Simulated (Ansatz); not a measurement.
Cost and result by functional for the adsorption energy of O on the 1x1 (0001) surface of hcp Zr, one in a 2x2 cell, started at the site 'bridge Zr-Zr (span 3.2 Å)', in Ansatz (plane waves, PAW). Single points on the PBE structure, on one kind of machine; costs are rough ratios of the slab run's core time (references not counted) to the cheapest single point. r2SCAN's cost holds its higher cutoff (500 against 420 eV). Differences are taken against r2SCAN for comparison alone: no measured value is at hand, so the table doesn't rank accuracy.

Slab: 17 atoms, 7.6 Å thick at the start under the adsorbate (thin: gaps and levels are the slab's own); k 5x5x1, smearing 0.1 eV, dipole-corrected; 8 atoms held, the rest relaxed; start symmetry kept, larger cells not searched; no spin, no spin-orbit, no U, no dispersion correction. At the end it is bonded to 3 Zr. In PBE it is, or lies within 0.03 eV of, the lowest of the starts that converged. These notes are the PBE run's. Adsorption energies are against ½ O2(g). A negative adsorption energy means that the adsorbate is more stable on the surface than in its reference.

```tsv
functional	relative cost	adsorption energy (eV)	less r2SCAN (eV)
RPBE	1	-5.56	0.72
r2SCAN	2	-6.28	0.00
PBE (the relaxed run's value)	–	-5.81	0.46
```

The values span 0.72 eV, while the single points' costs differ by a factor of roughly 2. Differences are of unrounded values.

Ansatz is a quantum-chemistry and plane-wave program.
